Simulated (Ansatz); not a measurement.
Base system: TiB2 (space group P6/mmm, No. 191).

```
TiB2
1.0
    2.99392     0.00000     0.00000
   -1.49696     2.59281     0.00000
    0.00000     0.00000     3.15953
Ti B
1 2
Cartesian
  0.00000   0.00000   0.00000
  1.49696   0.86427   1.57977
  0.00000   1.72854   1.57977
```

Cartesian axes are those of the cell as printed.

The values are results of plane-wave PAW DFT at the LDA level (Ansatz, a program for electronic structure, 420 eV), no SOC, not measurements.

For the base:

* **Shortest interatomic distance**: 1.729 Å
* **Band gap**: zero
* **Pressure**: 0.0 GPa

Now apply this change: the cell is stretched by 2.00 % along x with no lateral relaxation, atoms relaxed at fixed cell.

Question: Predict the new shortest interatomic distance.

Answer: The shortest interatomic distance goes up by 0.0038 Å to 1.732 Å.

Question: What does the calculation give for the energy relative to the base after the change?

Answer: The energy rises by 6.9 meV/atom.

Question: How does this affect the band gap?

Answer: The band gap is still zero.

Question: What happens to the pressure?

Answer: The pressure (mean of the normal stresses, compression positive) goes from zero to -5.6 GPa.

The mesh was chosen for an insulator and is coarse for the gapless case. Without a gap, meshes like the base's 13×13×10 leave anisotropic stresses uncertain by several tenths of a GPa, and small strain energies with them. The cells carry an imposed strain or load. No phonon test of stability was made. The final runs are not spin-polarised.
